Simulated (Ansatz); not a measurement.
Consider WTe$_{2}$ (space group P4_2/mnm, No. 136; a = 6.596 Å, c = 3.577 Å; a hypothetical phase, not in the database extracts checked).

Levels (all Ansatz, a quantum-chemistry and plane-wave program, PAW): PBEsol (420 eV, no spin-orbit coupling); PBEsol+SOC (420 eV, spin-orbit coupling included).

The geometry is relaxed with PBEsol.

- PBEsol pressure: 0.0 GPa

How does going to PBEsol+SOC change the pressure?

The pressure goes from zero to 0.2 GPa.

Single points use the geometry relaxed with PBEsol. The spin-orbit shifts are approximate. Stability against distortions was not tested. The runs without spin-orbit coupling are not spin-polarised. WTe2 has a high density of states at the Fermi level and may be magnetic at this level.
